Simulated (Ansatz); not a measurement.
```
GaAs
1.0
    0.00000     2.83335     2.76251
    2.83335     0.00000     2.76251
    2.83335     2.83335     0.00000
Ga As
1 1
Cartesian
  0.00000   0.00000   0.00000
  1.41667   1.41667   1.38126
```

No spin polarisation.

Method: Ansatz (a first-principles code), r2SCAN, PAW, cutoff 500 eV, no SOC. Γ-centred 10×10×10 mesh, Fermi–Dirac width 0.05 eV.

Task: What is the computed stress (xx, yy, zz, yz, xz, xy; compression positive)?

Result: (1.39, 1.39, 3.02, 0.00, 0.00, 0.00) GPa.

Task: What is the computed band gap?

Result: 1.06 eV.

The cells carry an imposed strain or load. Stability against distortions was not tested. The cell was made from GaAs in the zinc blende structure (space group F-43m, No. 216) by this change: uniaxial strain ε_zz = −2.50 %.
